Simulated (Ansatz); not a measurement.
**HfSi2, response to strain**

Start from HfSi₂ (space group Cmcm, No. 63).

```yaml
crystal:
  lattice:
    - [1.84139, -7.29901, 0.00000]
    - [1.84139, 7.29901, 0.00000]
    - [0.00000, 0.00000, 3.65821]
  atoms:
    - { symbol: Si, position: [0.94568, 0.05432, 0.75000] }
    - { symbol: Si, position: [0.05432, 0.94568, 0.25000] }
    - { symbol: Si, position: [0.24976, 0.75024, 0.75000] }
    - { symbol: Si, position: [0.75024, 0.24976, 0.25000] }
    - { symbol: Hf, position: [0.60551, 0.39449, 0.75000] }
    - { symbol: Hf, position: [0.39449, 0.60551, 0.25000] }
```

Cartesian axes are those of the cell as printed.

Strains are applied to the cell and any free atomic positions relax; under biaxial strain the out-of-plane vector relaxes too.

Method: DFT with PBE, PAW potentials and a 420 eV plane-wave cutoff in Ansatz (a quantum-chemistry and plane-wave program), no spin-orbit coupling.

Candidates:
(a) biaxial strain −3.18 %, plane normal [001], relaxed out of plane
(b) isotropic strain +4.33 %
(c) uniaxial strain ε_yy = +3.10 %

Notes on the quantities. energy relative to the base: free energy F.

### Question
Order them by energy relative to the base, highest first.

### Answer
(b) isotropic strain +4.33 % (+99 meV/atom), (a) biaxial strain −3.18 %, plane normal [001], relaxed out of plane (+26 meV/atom), (c) uniaxial strain ε_yy = +3.10 % (+8.5 meV/atom)

Without a gap, meshes like the base's 13×13×13 leave anisotropic stresses uncertain by several tenths of a GPa, and small strain energies with them. Whether these cells are dynamically stable was not tested. All final runs are without spin polarisation.
